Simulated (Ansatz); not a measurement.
Pressure series in Mg

The reference is Mg (space group R-3m, No. 166; a cell from a computed database, its experimental status unchecked).

```yaml
crystal:
  lattice:
    - [1.58503, 0.91512, 7.77780]
    - [-1.58503, 0.91512, 7.77780]
    - [0.00000, -1.83024, 7.77780]
  atoms:
    - { symbol: Mg, position: [0.00000, 0.00000, 0.00000] }
    - { symbol: Mg, position: [0.22204, 0.22204, 0.22204] }
    - { symbol: Mg, position: [0.77796, 0.77796, 0.77796] }
```

Cell and atoms are relaxed at each pressure.

Level of theory: PBEsol, PAW, 420 eV (Ansatz, a program for electronic structure; scalar-relativistic without spin-orbit coupling).

```tsv
pressure (GPa)	volume per atom (Å³/atom)
-2	23.965
-1	23.210
0	22.563
0.3	22.384
0.7	22.156
1.5	21.733
3	?
5	20.240
10	18.720
```

Task: Fit the third-order Birch–Murnaghan form P(V) = (3B₀/2)[(V₀/V)^(7/3) − (V₀/V)^(5/3)]·[1 + (3/4)(B₀′ − 4)((V₀/V)^(2/3) − 1)] (squares taken in P) to the rows shown and predict the withheld row.

Result: Least squares on the printed values gives V₀ = 22.562 Å³/atom, B₀ = 37.3 GPa, B₀′ = 3.9; this predicts 21.032 Å³/atom, and the run gives 21.034 Å³/atom, 0.002 higher.

Load acts through the strain it causes; cell and atoms are relaxed under it. No phonon test of stability was made. No other phases were tried under pressure. This is not the structure that Mg has at room temperature and ambient pressure.
